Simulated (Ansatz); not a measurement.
Defect migration in bcc Nb: interstitial Cl, neutral cell. Computed with PBE, PAW (plane waves to 420 eV; Ansatz, a quantum-chemistry and plane-wave program).

36-site cell at the relaxed PBE lattice, a 2×2×3 k-point mesh shifted by half a step, smearing 0.10 eV, spin-restricted, no finite-size correction. Energies are static. Sites that were not tried may lie lower.

Barriers: single points on a 3×3×4 k-point mesh shifted by half a step at the bands' geometries (they differ from the bands' own by up to 0.05 eV, and are uncertain by about as much).

The step: a concerted move, in which Cl travels most. Atoms about the jump, Cartesian Å from the middle of the jump, before and after:

```
atom     x0     y0     z0     x1     y1     z1
----  -----  -----  -----  -----  -----  -----
Cl1    0.00   0.00   0.82   0.00   0.00  -0.82
Nb2   -2.22   0.00   0.82  -1.70   0.00   0.89
Nb3    0.00  -1.70  -0.89   0.00  -2.22  -0.82
Nb4    0.00   1.70  -0.89   0.00   2.22  -0.82
Nb5    2.22   0.00   0.82   1.70   0.00   0.89
Nb6   -1.68   0.00  -2.49  -1.70   0.00  -2.53
Nb7    0.00  -1.70   2.53   0.00  -1.68   2.49
Nb8    0.00   1.70   2.53   0.00   1.68   2.49
Nb9    1.68   0.00  -2.49   1.70   0.00  -2.53
```

Problem. Give the saddle-point geometry and the barrier.

Solution. 
```tsv
atom	x	y	z
Cl1	-0.01	-0.01	-0.01
Nb2	-2.08	0.00	0.93
Nb3	0.00	-2.08	-0.94
Nb4	0.00	2.07	-0.94
Nb5	2.07	0.00	0.92
Nb6	-1.66	0.00	-2.48
Nb7	-0.01	-1.66	2.47
Nb8	-0.01	1.65	2.47
Nb9	1.65	0.00	-2.49
```
It lies 1.14 eV above the start and 1.14 eV above the end. The saddle point's order was not checked, and it lies on a symmetry element of the cell, where a band can be held.
